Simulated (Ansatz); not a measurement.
Functionals compared on a constructed model of the (111) surface of fcc Au, a pseudomorphic layer of Ta in the host's stacking (bottom of the slab: a bare face, its two planes held), in Ansatz (plane waves, PAW). The structure was relaxed with PBE; the other rows are single points on it. Cutoff 420 eV (500 eV for r2SCAN).

Set-up: 7 atoms, 14.7 Å thick at the start; mesh 15x15x1; 0.1 eV smearing; dipole correction on; 2 atoms held, the rest relaxed; held to the start's symmetry, so lower structures may exist; no spin, no spin-orbit, no U. It is one candidate, not shown to be the stable structure of the face. These notes are the PBE run's.

| functional | work function of the top face (eV) | rough cost of the single point |
|---|---|---|
| PBE | 5.14 | – |
| RPBE | 4.99 | very roughly 27 core-seconds |
| r2SCAN | … | about 60 core-seconds (a rough figure) |

Question: What belongs in the gaps?

Answer: 
- r2SCAN, work function of the top face (eV): 5.17

Ansatz is a program for electronic structure.
